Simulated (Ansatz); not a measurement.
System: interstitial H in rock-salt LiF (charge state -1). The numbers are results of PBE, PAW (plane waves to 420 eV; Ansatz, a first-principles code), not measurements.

Settings: 64 host sites, the relaxed PBE lattice, the Γ point alone, smearing 0.01 eV, spin-restricted, no image-charge correction. Static, classical nuclei. The charge state is imposed; whether it is stable for some Fermi level was not computed. Sites that were not tried may lie lower.

Barriers: single points on a 2×2×2 k-point mesh shifted by half a step at the bands' geometries.

The step: several atoms move together, H the farthest; the atom moves 2.03 Å along (-0.50, 0.00, 0.00) of the unit cell; the moving atom starts with neighbours 4 F at 2.20; 4 Li at 1.70 Å and ends with 4 F at 2.20; 4 Li at 1.70 Å.

What migration barrier of this step does PBE, PAW give?

0.27 eV, the same both ways. At the saddle the moving atom has neighbours 2 F at 2.08; 2 Li at 1.65, 2 Li at 2.19 Å. The saddle point's order was not checked, and it lies on a symmetry element of the cell, where a band can be held.
